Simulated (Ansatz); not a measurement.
## Si well of 9 atomic layers along [001] in random Si0.7Ge0.3, Ge share that oscillates in the well

Prepared with Tersoff's 1989 multicomponent potential (SiCGe.tersoff) in LAMMPS: minimisation. Geometry as solved with PBE, support functions at accuracy medium on the grid of 370 eV in Ansatz (a first-principles code).

```xyz
648
Lattice="16.67 0.00 0.00 0.00 16.67 0.00 0.00 0.00 49.69" Properties=species:S:1:pos:R:3 pbc="T T T"
Si    -0.03    -0.02    -0.06
Ge     1.35     1.40     1.35
Si     2.77     2.79    -0.06
Ge     4.14     4.22     1.35
Si     2.74     0.03     2.79
Ge     4.13     1.42     4.18
Si    -0.01     2.79     2.81
Si     1.40     4.15     4.16
Si    -0.03     0.04     5.61
Si     1.37     1.42     6.96
Si     2.74     2.81     5.60
Si     4.17     4.17     6.95
Si     2.76     0.06     8.34
Si     4.16     1.40     9.69
Si     0.00     2.81     8.33
Si     1.38     4.18     9.71
Ge     0.01     0.04    11.18
Si     1.38     1.45    12.57
Ge     2.79     2.79    11.12
Si     4.21     4.17    12.51
Ge     2.75     0.01    13.96
Si     4.20     1.37    15.33
Si    -0.03     2.79    13.93
Si     1.34     4.16    15.30
Si    -0.01    -0.02    16.69
Si     1.36     1.36    18.07
Ge     2.77     2.78    16.69
Si     4.19     4.19    18.07
Si     2.78    -0.01    19.41
Si     4.16     1.39    20.77
Si    -0.01     2.77    19.41
Si     1.39     4.15    20.77
Si     0.00     0.00    22.13
Si     1.39     1.38    23.49
Si     2.78     2.77    22.13
Si     4.16     4.16    23.49
Si     2.78     0.00    24.86
Si     4.16     1.40    26.22
Si     0.00     2.77    24.85
Si     1.40     4.16    26.21
Si     0.00     0.00    27.57
Si     1.39     1.39    28.93
Si     2.77     2.78    27.58
Si     4.15     4.14    28.97
Si     2.79     0.03    30.29
Si     4.19     1.39    31.66
Si     0.00     2.78    30.29
Si     1.36     4.18    31.66
Si    -0.04     0.00    33.07
Ge     1.35     1.38    34.50
Ge     2.78     2.80    33.04
Si     4.16     4.21    34.44
Si     2.77    -0.01    35.90
Si     4.14     1.38    37.24
Si    -0.02     2.82    35.90
Si     1.40     4.20    37.21
Si     0.01     0.01    38.60
Si     1.40     1.39    39.94
Si     2.76     2.80    38.59
Si     4.09     4.18    39.99
Ge     2.75     0.00    41.39
Si     4.13     1.39    42.81
Ge     0.03     2.77    41.39
Si     1.41     4.19    42.78
Si     0.01    -0.01    44.14
Si     1.40     1.38    45.51
Si     2.77     2.79    44.16
Si     4.15     4.18    45.52
Si     2.76     0.00    46.90
Si     4.12     1.43    48.25
Ge    -0.01     2.78    46.91
Si     1.42     4.18    48.29
Ge     0.03     5.54     0.04
Si     1.42     6.97     1.43
Si     2.76     8.35     0.03
Si     4.20     9.68     1.37
Si     2.77     5.58     2.81
Si     4.19     6.94     4.16
Si     0.03     8.31     2.80
Si     1.40     9.68     4.16
Ge    -0.03     5.52     5.53
Ge     1.45     6.93     6.93
Si     2.82     8.33     5.51
Ge     4.18     9.72     6.96
Si     2.80     5.52     8.35
Ge     4.18     6.96     9.75
Ge     0.04     8.33     8.39
Si     1.40     9.76     9.79
Si     0.01     5.49    11.13
Ge     1.38     6.95    12.48
Si     2.78     8.39    11.14
Si     4.16     9.68    12.58
Ge     2.80     5.53    13.94
Si     4.21     6.92    15.32
Ge    -0.03     8.38    13.93
Si     1.40     9.77    15.30
Si    -0.02     5.55    16.68
Si     1.36     6.92    18.06
Ge     2.78     8.33    16.68
Si     4.17     9.75    18.08
Si     2.77     5.55    19.42
Si     4.16     6.94    20.77
Si     0.00     8.32    19.42
Si     1.39     9.72    20.78
Si     0.00     5.54    22.12
Si     1.39     6.93    23.47
Si     2.78     8.34    22.13
Si     4.17     9.73    23.49
Si     2.77     5.55    24.84
Si     4.16     6.96    26.18
Si    -0.02     8.30    24.81
Ge     1.37     9.72    26.20
Si     0.01     5.54    27.56
Si     1.42     6.91    28.91
Si     2.80     8.31    27.58
Si     4.16     9.71    28.95
Si     2.77     5.55    30.31
Si     4.15     6.95    31.67
Ge     0.05     8.36    30.30
Si     1.43     9.75    31.72
Si     0.03     5.53    33.09
Si     1.42     6.93    34.42
Si     2.80     8.33    33.07
Si     4.16     9.72    34.45
Si     2.78     5.58    35.83
Si     4.12     6.99    37.21
Ge     0.01     8.33    35.81
Si     1.44     9.72    37.21
Si     0.04     5.60    38.57
Si     1.39     6.96    40.00
Si     2.77     8.34    38.62
Si     4.16     9.72    39.99
Si     2.76     5.57    41.38
Si     4.16     6.94    42.73
Si     0.03     8.33    41.39
Si     1.42     9.74    42.74
Si    -0.01     5.55    44.13
Ge     1.40     6.96    45.53
Si     2.81     8.35    44.10
Si     4.19     9.71    45.48
Si     2.79     5.53    46.91
Ge     4.17     6.98    48.29
Si     0.02     8.36    46.94
Si     1.37     9.70    48.34
Si     0.03    11.10    -0.01
Si     1.38    12.49     1.35
Si     2.72    13.90     0.00
Ge     4.11    15.28     1.41
Ge     2.80    11.09     2.76
Si     4.18    12.46     4.21
Ge    -0.05    13.88     2.74
Ge     1.35    15.32     4.19
Ge     0.02    11.13     5.54
Si     1.37    12.49     7.00
Ge     2.78    13.85     5.59
Ge     4.17    15.31     7.00
Si     2.73    11.10     8.35
Ge     4.14    12.46     9.75
Si    -0.03    13.87     8.34
Ge     1.40    15.28     9.72
Si    -0.02    11.12    11.12
Ge     1.39    12.50    12.54
Si     2.78    13.88    11.13
Ge     4.18    15.25    12.53
Si     2.81    11.10    13.94
Si     4.17    12.51    15.31
Si     0.01    13.91    13.96
Si     1.36    15.27    15.35
Si     0.03    11.10    16.71
Si     1.40    12.51    18.06
Si     2.78    13.89    16.68
Si     4.17    15.28    18.04
Si     2.78    11.12    19.43
Si     4.16    12.52    20.78
Si     0.00    13.89    19.40
Si     1.38    15.28    20.77
Si     0.00    11.11    22.13
Si     1.38    12.51    23.48
Si     2.76    13.91    22.13
Si     4.15    15.29    23.49
Si     2.78    11.13    24.82
Si     4.15    12.50    26.20
Si    -0.01    13.90    24.84
Si     1.38    15.28    26.21
Si    -0.02    11.15    27.58
Si     1.42    12.48    28.92
Si     2.77    13.89    27.56
Si     4.14    15.29    28.93
Si     2.79    11.11    30.32
Si     4.17    12.50    31.68
Ge    -0.03    13.87    30.29
Ge     1.41    15.30    31.71
Si     0.00    11.11    33.07
Si     1.41    12.47    34.43
Si     2.78    13.84    33.07
Ge     4.16    15.27    34.46
Si     2.78    11.10    35.82
Si     4.15    12.47    37.21
Ge     0.02    13.90    35.80
Si     1.40    15.28    37.25
Ge     0.03    11.11    38.61
Si     1.42    12.52    40.01
Si     2.76    13.85    38.58
Ge     4.18    15.22    39.97
Si     2.80    11.12    41.37
Si     4.17    12.51    42.76
Si     0.02    13.90    41.37
Si     1.36    15.26    42.78
Si     0.04    11.14    44.11
Si     1.39    12.52    45.49
Si     2.77    13.89    44.12
Si     4.12    15.30    45.49
Ge     2.75    11.07    46.89
Ge     4.16    12.49    48.36
Si     0.04    13.92    46.89
Si     1.39    15.29    48.28
Ge     5.52     0.07    -0.01
Si     6.95     1.41     1.41
Ge     8.36     2.79     0.01
Si     9.72     4.21     1.41
Ge     8.32     0.01     2.83
Si     9.73     1.39     4.21
Ge     5.59     2.84     2.79
Si     6.96     4.25     4.20
Ge     5.60     0.01     5.57
Si     6.94     1.43     6.99
Ge     8.35     2.82     5.60
Si     9.75     4.20     7.01
Ge     8.36     0.02     8.35
Si     9.75     1.43     9.75
Si     5.53     2.78     8.32
Ge     6.95     4.17     9.75
Ge     5.59     0.02    11.09
Si     7.00     1.38    12.51
Si     8.37     2.76    11.15
Si     9.70     4.15    12.53
Si     8.31    -0.04    13.89
Ge     9.71     1.38    15.29
Ge     5.59     2.76    13.92
Si     6.97     4.19    15.32
Si     5.56    -0.01    16.68
Si     6.94     1.39    18.05
Si     8.31     2.79    16.69
Si     9.70     4.14    18.08
Si     8.33     0.01    19.42
Si     9.73     1.39    20.78
Si     5.56     2.78    19.41
Si     6.94     4.17    20.77
Si     5.55     0.00    22.13
Si     6.95     1.40    23.47
Si     8.34     2.79    22.12
Si     9.73     4.17    23.49
Si     8.36     0.04    24.81
Si     9.74     1.39    26.20
Si     5.56     2.77    24.84
Si     6.97     4.14    26.18
Si     5.53     0.03    27.60
Si     6.95     1.41    28.93
Si     8.34     2.77    27.55
Si     9.71     4.15    28.92
Si     8.35     0.03    30.27
Si     9.70     1.41    31.65
Si     5.57     2.78    30.32
Si     6.94     4.17    31.69
Si     5.55     0.04    33.06
Si     6.97     1.39    34.40
Si     8.34     2.79    33.04
Si     9.75     4.15    34.41
Si     8.33     0.00    35.76
Ge     9.74     1.41    37.14
Ge     5.54     2.77    35.81
Si     6.91     4.17    37.23
Si     5.52    -0.01    38.57
Ge     6.91     1.33    40.02
Ge     8.30     2.78    38.60
Ge     9.73     4.18    40.04
Si     8.31    -0.02    41.45
Si     9.72     1.38    42.77
Ge     5.48     2.80    41.39
Ge     6.95     4.23    42.78
Si     5.52    -0.02    44.13
Ge     6.94     1.40    45.52
Si     8.37     2.80    44.13
Si     9.70     4.20    45.50
Si     8.37     0.03    46.93
Si     9.73     1.39    48.29
Si     5.50     2.80    46.89
Ge     6.91     4.20    48.28
Si     5.57     5.62     0.01
Si     6.96     6.96     1.40
Si     8.28     8.33    -0.02
Ge     9.71     9.70     1.39
Si     8.34     5.59     2.78
Si     9.73     6.92     4.16
Si     5.56     8.32     2.78
Si     6.92     9.73     4.15
Si     5.55     5.57     5.58
Si     6.93     6.92     6.98
Ge     8.33     8.33     5.57
Si     9.73     9.74     6.99
Si     8.35     5.59     8.34
Si     9.70     6.98     9.73
Si     5.61     8.33     8.35
Si     6.99     9.70     9.73
Si     5.57     5.57    11.18
Si     6.95     6.94    12.53
Si     8.32     8.31    11.13
Si     9.72     9.67    12.49
Si     8.31     5.53    13.89
Ge     9.69     6.96    15.28
Si     5.54     8.28    13.91
Ge     6.90     9.72    15.33
Si     5.58     5.56    16.69
Si     6.95     6.94    18.06
Si     8.32     8.35    16.72
Si     9.74     9.73    18.05
Si     8.33     5.55    19.42
Si     9.74     6.93    20.77
Si     5.53     8.31    19.39
Ge     6.95     9.73    20.76
Si     5.55     5.55    22.13
Si     6.94     6.93    23.49
Si     8.34     8.29    22.13
Ge     9.73     9.73    23.50
Si     8.34     5.55    24.84
Si     9.72     6.93    26.21
Si     5.56     8.34    24.83
Si     6.94     9.71    26.21
Ge     5.56     5.55    27.58
Si     6.97     6.97    28.97
Si     8.35     8.33    27.57
Si     9.76     9.70    28.91
Si     8.32     5.53    30.30
Ge     9.74     6.94    31.67
Si     5.55     8.33    30.31
Si     6.89     9.74    31.69
Si     5.52     5.55    33.03
Ge     6.87     6.95    34.46
Ge     8.31     8.39    33.08
Si     9.71     9.77    34.49
Ge     8.34     5.53    35.84
Si     9.69     6.97    37.24
Si     5.51     8.37    35.87
Si     6.93     9.72    37.24
Ge     5.53     5.58    38.61
Si     6.95     6.98    40.00
Si     8.31     8.34    38.61
Si     9.71     9.72    39.97
Si     8.34     5.64    41.39
Si     9.73     6.97    42.77
Si     5.52     8.32    41.35
Ge     6.93     9.71    42.74
Si     5.52     5.61    44.17
Si     6.94     6.97    45.52
Si     8.35     8.32    44.16
Si     9.72     9.69    45.54
Si     8.32     5.56    46.86
Ge     9.72     6.94    48.30
Si     5.57     8.37    46.88
Si     6.93     9.72    48.28
Si     5.58    11.06     0.02
Si     6.94    12.42     1.41
Ge     8.32    13.83     0.02
Ge     9.76    15.25     1.43
Si     8.33    11.11     2.82
Si     9.71    12.49     4.19
Ge     5.57    13.85     2.81
Si     6.98    15.24     4.22
Si     5.59    11.12     5.55
Si     6.99    12.46     6.92
Si     8.36    13.87     5.58
Si     9.74    15.27     6.94
Si     8.33    11.11     8.35
Si     9.67    12.54     9.71
Ge     5.63    13.87     8.37
Si     7.01    15.27     9.77
Ge     5.58    11.06    11.18
Si     6.96    12.54    12.52
Si     8.35    13.90    11.15
Si     9.72    15.27    12.54
Ge     8.35    11.11    13.88
Ge     9.76    12.54    15.33
Si     5.58    13.86    13.95
Si     6.94    15.28    15.30
Si     5.52    11.15    16.71
Si     6.94    12.53    18.05
Si     8.31    13.94    16.70
Si     9.72    15.30    18.06
Si     8.36    11.15    19.38
Si     9.73    12.52    20.77
Si     5.55    13.90    19.41
Si     6.94    15.29    20.77
Si     5.54    11.14    22.15
Si     6.94    12.52    23.49
Si     8.33    13.90    22.13
Si     9.73    15.28    23.48
Si     8.31    11.14    24.88
Si     9.74    12.51    26.21
Si     5.53    13.89    24.83
Ge     6.95    15.31    26.20
Si     5.52    11.08    27.54
Ge     6.92    12.52    28.90
Si     8.38    13.92    27.57
Si     9.75    15.30    28.94
Ge     8.35    11.09    30.31
Si     9.76    12.53    31.67
Si     5.49    13.90    30.30
Ge     6.92    15.31    31.66
Si     5.53    11.11    33.07
Si     6.91    12.44    34.47
Ge     8.33    13.86    33.09
Si     9.72    15.29    34.45
Si     8.31    11.10    35.86
Si     9.69    12.46    37.24
Si     5.54    13.82    35.83
Ge     6.94    15.26    37.18
Si     5.54    11.10    38.61
Si     6.93    12.48    39.98
Si     8.31    13.84    38.60
Ge     9.67    15.28    40.00
Si     8.32    11.10    41.31
Ge     9.69    12.45    42.79
Si     5.58    13.85    41.39
Si     6.91    15.25    42.78
Si     5.53    11.13    44.14
Si     6.95    12.46    45.51
Si     8.28    13.87    44.16
Ge     9.73    15.28    45.51
Si     8.31    11.06    46.88
Ge     9.75    12.44    48.26
Ge     5.54    13.89    46.87
Ge     6.96    15.31    48.29
Ge    11.15     0.02    -0.01
Si    12.56     1.40     1.39
Si    13.94     2.76     0.03
Si    15.28     4.14     1.43
Si    13.93     0.03     2.76
Si    15.29     1.39     4.19
Ge    11.12     2.77     2.78
Ge    12.54     4.20     4.21
Si    11.08    -0.01     5.56
Ge    12.49     1.38     6.96
Si    13.93     2.76     5.57
Si    15.26     4.13     6.97
Si    13.88    -0.05     8.35
Ge    15.24     1.42     9.73
Si    11.11     2.81     8.38
Si    12.51     4.14     9.76
Ge    11.14     0.00    11.14
Si    12.52     1.41    12.56
Si    13.87     2.80    11.17
Si    15.28     4.16    12.53
Si    13.86     0.04    13.97
Si    15.30     1.38    15.31
Si    11.10     2.78    13.87
Ge    12.55     4.14    15.27
Si    11.12    -0.01    16.71
Si    12.51     1.39    18.05
Si    13.93     2.74    16.70
Si    15.28     4.16    18.05
Si    13.89     0.00    19.42
Si    15.28     1.39    20.78
Si    11.12     2.77    19.42
Si    12.51     4.16    20.77
Si    11.12     0.00    22.13
Si    12.51     1.39    23.49
Si    13.89     2.77    22.13
Si    15.29     4.16    23.49
Si    13.90     0.00    24.85
Si    15.28     1.39    26.21
Si    11.12     2.78    24.85
Si    12.50     4.16    26.21
Si    11.13     0.00    27.56
Si    12.50     1.39    28.93
Si    13.89     2.77    27.57
Si    15.29     4.16    28.92
Si    13.89     0.00    30.30
Si    15.31     1.37    31.65
Si    11.08     2.76    30.27
Ge    12.49     4.16    31.66
Ge    11.12     0.00    33.05
Si    12.53     1.38    34.47
Ge    13.95     2.76    33.08
Si    15.33     4.19    34.49
Si    13.91     0.01    35.83
Si    15.28     1.38    37.22
Si    11.16     2.81    35.77
Si    12.54     4.15    37.16
Ge    11.16     0.01    38.61
Si    12.55     1.42    40.01
Si    13.87     2.76    38.56
Ge    15.30     4.18    39.92
Si    13.96     0.04    41.35
Si    15.30     1.37    42.79
Si    11.12     2.73    41.39
Ge    12.49     4.15    42.80
Si    11.13     0.05    44.14
Si    12.54     1.38    45.51
Si    13.93     2.75    44.16
Si    15.26     4.19    45.50
Si    13.93     0.02    46.88
Si    15.27     1.38    48.31
Ge    11.11     2.78    46.89
Ge    12.54     4.18    48.34
Si    11.11     5.57     0.05
Si    12.50     6.95     1.39
Si    13.85     8.33     0.00
Ge    15.29     9.72     1.40
Si    13.91     5.58     2.74
Si    15.29     6.94     4.11
Si    11.10     8.28     2.78
Ge    12.45     9.73     4.16
Si    11.06     5.55     5.58
Ge    12.46     6.91     7.00
Ge    13.89     8.30     5.55
Ge    15.27     9.74     6.99
Si    13.87     5.47     8.35
Ge    15.27     6.87     9.75
Si    11.08     8.37     8.37
Si    12.48     9.73     9.71
Ge    11.10     5.57    11.13
Si    12.49     6.94    12.57
Ge    13.85     8.35    11.15
Si    15.27     9.78    12.50
Si    13.93     5.58    13.89
Si    15.27     6.93    15.32
Si    11.10     8.33    13.88
Ge    12.51     9.72    15.29
Ge    11.12     5.55    16.71
Si    12.53     6.97    18.09
Si    13.92     8.31    16.70
Si    15.30     9.71    18.05
Si    13.90     5.55    19.42
Si    15.28     6.94    20.78
Si    11.12     8.35    19.42
Si    12.51     9.73    20.76
Si    11.13     5.55    22.13
Si    12.51     6.94    23.49
Si    13.89     8.33    22.13
Si    15.27     9.72    23.48
Si    13.90     5.54    24.85
Si    15.31     6.91    26.18
Si    11.14     8.31    24.88
Si    12.50     9.75    26.19
Si    11.10     5.54    27.57
Si    12.50     6.92    28.93
Ge    13.91     8.34    27.57
Si    15.29     9.78    28.96
Si    13.90     5.54    30.26
Ge    15.27     6.92    31.71
Si    11.15     8.33    30.27
Si    12.52     9.69    31.67
Si    11.13     5.56    33.09
Si    12.53     6.93    34.45
Si    13.87     8.35    33.09
Si    15.26     9.75    34.43
Si    13.92     5.57    35.83
Si    15.28     6.94    37.23
Ge    11.12     8.34    35.84
Si    12.55     9.76    37.22
Ge    11.13     5.57    38.56
Ge    12.50     7.04    39.98
Si    13.94     8.38    38.57
Si    15.32     9.67    40.00
Ge    13.92     5.60    41.39
Si    15.33     6.97    42.79
Si    11.07     8.38    41.40
Si    12.48     9.69    42.80
Si    11.08     5.59    44.16
Si    12.49     6.95    45.52
Si    13.88     8.30    44.14
Ge    15.28     9.74    45.52
Si    13.88     5.56    46.87
Ge    15.26     6.96    48.29
Si    11.14     8.34    46.90
Si    12.51     9.70    48.30
Si    11.14    11.06    -0.03
Ge    12.51    12.49     1.38
Si    13.92    13.92     0.01
Si    15.26    15.33     1.35
Si    13.90    11.12     2.81
Si    15.24    12.51     4.18
Si    11.11    13.84     2.83
Ge    12.53    15.29     4.17
Si    11.06    11.12     5.58
Ge    12.49    12.52     6.97
Si    13.93    13.91     5.58
Si    15.29    15.28     6.97
Si    13.87    11.13     8.39
Si    15.27    12.51     9.74
Si    11.08    13.92     8.37
Si    12.51    15.26     9.72
Ge    11.07    11.11    11.09
Ge    12.50    12.54    12.53
Si    13.90    13.89    11.09
Ge    15.24    15.28    12.57
Si    13.91    11.12    13.89
Ge    15.28    12.50    15.33
Si    11.13    13.96    13.93
Si    12.50    15.32    15.32
Si    11.13    11.12    16.72
Si    12.51    12.51    18.07
Si    13.86    13.92    16.70
Si    15.27    15.28    18.05
Si    13.91    11.11    19.40
Si    15.29    12.50    20.77
Si    11.11    13.91    19.41
Si    12.51    15.29    20.77
Si    11.14    11.14    22.11
Si    12.52    12.52    23.48
Si    13.90    13.90    22.12
Si    15.28    15.29    23.48
Si    13.90    11.12    24.84
Si    15.27    12.52    26.21
Si    11.11    13.90    24.84
Si    12.50    15.28    26.20
Si    11.12    11.12    27.57
Si    12.51    12.50    28.94
Si    13.87    13.90    27.56
Si    15.25    15.30    28.90
Si    13.88    11.12    30.33
Si    15.26    12.48    31.72
Si    11.13    13.91    30.30
Si    12.54    15.26    31.66
Ge    11.14    11.12    33.07
Si    12.55    12.52    34.45
Si    13.90    13.89    33.06
Si    15.25    15.30    34.42
Si    13.91    11.13    35.82
Si    15.30    12.48    37.19
Ge    11.12    13.89    35.85
Si    12.55    15.30    37.20
Si    11.09    11.07    38.57
Ge    12.50    12.46    39.95
Ge    13.95    13.91    38.58
Si    15.34    15.31    40.01
Ge    13.92    11.06    41.40
Si    15.35    12.50    42.74
Ge    11.12    13.88    41.39
Ge    12.55    15.34    42.76
Si    11.12    11.06    44.19
Si    12.50    12.45    45.54
Ge    13.95    13.87    44.18
Si    15.34    15.31    45.56
Si    13.86    11.11    46.93
Ge    15.31    12.51    48.30
Si    11.14    13.85    46.87
Ge    12.55    15.25    48.24
```
